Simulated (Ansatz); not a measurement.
Start from KCl in the rock salt structure (space group Fm-3m, No. 225; a = 6.244 Å).

Calculations: Ansatz (a first-principles code), PBEsol, PAW, cutoff 420 eV, no spin-orbit coupling.

For the base:

* **Band gap**: 5.10 eV
* **Width of the top valence band**: 0.50 eV

The change: an isotropic linear strain of −5.50 %; the atoms relax in the strained cell.

Question: What happens to the band gap?

Answer: The band gap grows by 0.62 eV, from 5.10 eV to 5.72 eV.

Question: Predict the new energy relative to the base.

Answer: The energy grows by 60 meV/atom.

Question: How does this affect the width of the top valence band?

Answer: The width of the top valence band rises by 0.08 eV to 0.58 eV.

Stability against distortions was not tested.
